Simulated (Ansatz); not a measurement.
Consider BeTe in the rock salt structure (space group Fm-3m, No. 225; a = 5.3711 Å; a hypothetical phase, not in the database extracts checked; relaxed with 0.1 eV smearing). Axes: x, y, z lie along the cube axes.

The values are results of Ansatz (a first-principles code) r2SCAN, scalar-relativistic without spin-orbit coupling, earlier PAW set, not measurements.

A first run, uniaxial strain ε_xx = −1.21 %, gives secant values C11 ≈ 120 GPa and C12 ≈ 48 GPa from its stress. A second run applies biaxial strain +0.96 %, plane normal [001], relaxed out of plane.

What does linear elasticity predict for −ε⊥/ε∥ in the second run, and what does the run give?

Linear elasticity: 2 C12/C11 = 0.80. The run gives 0.81; any difference comes from nonlinear terms at these strains and numerical noise.

Stability against distortions was not tested. All final runs are without spin polarisation.
